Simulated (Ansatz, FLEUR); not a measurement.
An Ansatz (a program for electronic structure) input for a self-consistent single point of NiSb (P6_3/mmc, 4 atoms in the cell) (DFT, PBE, plane waves, default PAW files):

Ansatz 0.2 input:
```yaml
# NiSb
crystal:
  lattice:
    - [1.978362, -3.426624, 0.000000]
    - [1.978362, 3.426624, 0.000000]
    - [0.000000, 0.000000, 5.164884]
  atoms:
    - { symbol: Ni, position: [0.000000, 0.000000, 0.500000] }
    - { symbol: Ni, position: [0.000000, 0.000000, 0.000000] }
    - { symbol: Sb, position: [0.333333, 0.666667, 0.250000] }
    - { symbol: Sb, position: [0.666667, 0.333333, 0.750000] }
kpoints:
  mp_grid: { grid: [8, 8, 5] }
hamiltonian:
  xc: pbe
  pseudopotentials: { kind: paw }
scf:
  occupations: { method: gaussian, width: 0.2 }
output:
  forces: true
  eigenvalues: true
  stress: true
```

Task: Write the same calculation as an input for FLEUR.

Result: One input that does it (others would too):

Input of the input generator:

```
NiSb crystal
&input film=f /
1.9783621444 -3.4266237499 0.0000000000
1.9783621444 3.4266237499 0.0000000000
0.0000000000 0.0000000000 5.1648840000
1.8897261246
1.0 1.0 1.0

4
28 -0.0000000000 -0.0000000000 0.5000000000
28 -0.0000000000 -0.0000000000 0.0000000000
51 0.3333333333 0.6666666667 0.2500000000
51 0.6666666667 0.3333333333 0.7500000000

&comp jspins=1 /
&kpt div1=8 div2=8 div3=5 gamma=t /
&end /
```

```xml
<?xml version="1.0" encoding="UTF-8" standalone="no"?>
<fleurInput fleurInputVersion="0.39">
   <comment>
      NiSb crystal                                                                                        
   </comment>
   <calculationSetup>
      <cutoffs Kmax="4.3" Gmax="15.0" GmaxXC="15.0" numbands="0"/>
      <scfLoop itmax="60" minDistance="0.00001" maxIterBroyd="40" imix="Anderson" alpha="0.05" precondParam="0.0" spinf="2.0"/>
      <coreElectrons ctail="T" frcor="F" kcrel="0" coretail_lmax="0"/>
      <xcFunctional name="pbe" relativisticCorrections="F"/>
      <magnetism jspins="1"/>
      <soc l_soc="F" theta="0.0" phi="0.0" spav="F"/>
      <expertModes spex="0" secvar="F"/>
      <geometryOptimization l_f="T" forcealpha="1.0" forcemix="BFGS" epsdisp="0.00001" epsforce="0.00001"/>
      <ldaU l_linMix="F" mixParam="0.05" spinf="1.0"/>
   </calculationSetup>
   <cell>
      <bzIntegration valenceElectrons="62.0" mode="gauss" fermiSmearingEnergy="0.00734986">
         <kPointListSelection listName="default-1"/>
         <!-- k-points included here -->
         <xi:include xmlns:xi="http://www.w3.org/2001/XInclude" href="kpts.xml"> </xi:include>
      </bzIntegration>
      <!-- symmetry operations included here -->
      <xi:include xmlns:xi="http://www.w3.org/2001/XInclude" href="sym.xml"> </xi:include>
      <bulkLattice scale="1.0">
         <bravaisMatrix>
            <row-1>    3.7385626281923572    -6.4753804193608460     0.0000000000000000</row-1>
            <row-2>    3.7385626281923572     6.4753804193608460     0.0000000000000000</row-2>
            <row-3>    0.0000000000000000     0.0000000000000000     9.7602162253285449</row-3>
         </bravaisMatrix>
      </bulkLattice>
   </cell>
   <atomSpecies>
      <species name="Nickel (Ni)" element="Ni" atomicNumber="28">
         <mtSphere radius="2.28" gridPoints="787" logIncrement="0.016"/>
         <atomicCutoffs lmax="8" lnonsphr="6"/>
         <electronConfig flipSpins="F">
            <coreConfig>(1s1/2) (2s1/2) (2p1/2) (2p3/2) (3s1/2)</coreConfig>
            <valenceConfig>(3p1/2) (3p3/2) (4s1/2) (3d3/2) (3d5/2)</valenceConfig>
            <stateOccupation state="(3d3/2)" spinUp="1.6" spinDown="1.6"/>
            <stateOccupation state="(3d5/2)" spinUp="2.4" spinDown="2.4"/>
         </electronConfig>
         <energyParameters s="4" p="4" d="3" f="4"/>
         <lo type="SCLO" l="1" n="3" eDeriv="0"/>
      </species>
      <species name="Antimony (Sb)" element="Sb" atomicNumber="51">
         <mtSphere radius="2.36" gridPoints="813" logIncrement="0.016"/>
         <atomicCutoffs lmax="10" lnonsphr="8"/>
         <electronConfig flipSpins="F">
            <coreConfig>(1s1/2) (2s1/2) (2p1/2) (2p3/2) (3s1/2) (3p1/2) (3p3/2) (4s1/2) (3d3/2) (3d5/2) (4p1/2) (4p3/2)</coreConfig>
            <valenceConfig>(5s1/2) (4d3/2) (4d5/2) (5p1/2) (5p3/2)</valenceConfig>
            <stateOccupation state="(5p1/2)" spinUp="0.5" spinDown="0.5"/>
            <stateOccupation state="(5p3/2)" spinUp="1.0" spinDown="1.0"/>
         </electronConfig>
         <energyParameters s="5" p="5" d="5" f="4"/>
         <lo type="SCLO" l="2" n="4" eDeriv="0"/>
      </species>
   </atomSpecies>
   <atomGroups>
      <atomGroup species="Nickel (Ni)">
         <relPos label="                   1">.0000000000 .0000000000 1.000/2.000</relPos>
         <relPos label="                   2">.0000000000 .0000000000 .0000000000</relPos>
         <force calculate="T" relaxXYZ="TTT"/>
      </atomGroup>
      <atomGroup species="Antimony (Sb)">
         <relPos label="                   3">1.000/3.000 -1.000/3.000 1.000/4.000</relPos>
         <relPos label="                   4">-1.000/3.000 1.000/3.000 -1.000/4.000</relPos>
         <force calculate="T" relaxXYZ="TTT"/>
      </atomGroup>
   </atomGroups>
   <output dos="F" band="F" slice="F">
      <checks vchk="F" cdinf="F"/>
      <bandDOS minEnergy="-.5*Htr" maxEnergy="0.5*Htr" sigma="0.015" storeEVData="T"/>
      <vacuumDOS vacdos="F" integ="F" star="F" nstars="0" locx1="0.0" locy1="0.0" locx2="0.0" locy2="0.0" nstm="0" tworkf="0.0"/>
      <unfoldingBand unfoldBand="F" supercellX="1" supercellY="1" supercellZ="1"/>
      <plotting iplot="0" polar="F">
         <plot TwoD="T" vec1="  1.0  0.0  0.0" vec2="  0.0  1.0  0.0" vec3="  0.0  0.0  1.0" zero="  0.0  0.0  0.0" file="plot"/>
      </plotting>
      <chargeDensitySlicing numkpt="0" minEigenval="0.0" maxEigenval="0.0" nnne="0" pallst="F"/>
      <specialOutput eonly="F"/>
      <magneticCircularDichroism mcd="F" energyLo="-10.0" energyUp="0.0"/>
   </output>
  <!-- We include the file relax.xml here to enable relaxations (see documentation) -->
  <xi:include xmlns:xi="http://www.w3.org/2001/XInclude" href="relax.xml"> <xi:fallback/> </xi:include>
</fleurInput>
```

Basis settings and potentials, where a program has them, do not carry over. This input uses DFT, PBE, all-electron FLAPW (FLEUR), scalar-relativistic valence.

The starting cell has typed, rounded lattice constants, without a prior relaxation at this level. Its lattice was rescaled by a random factor within 2.5 % of one.
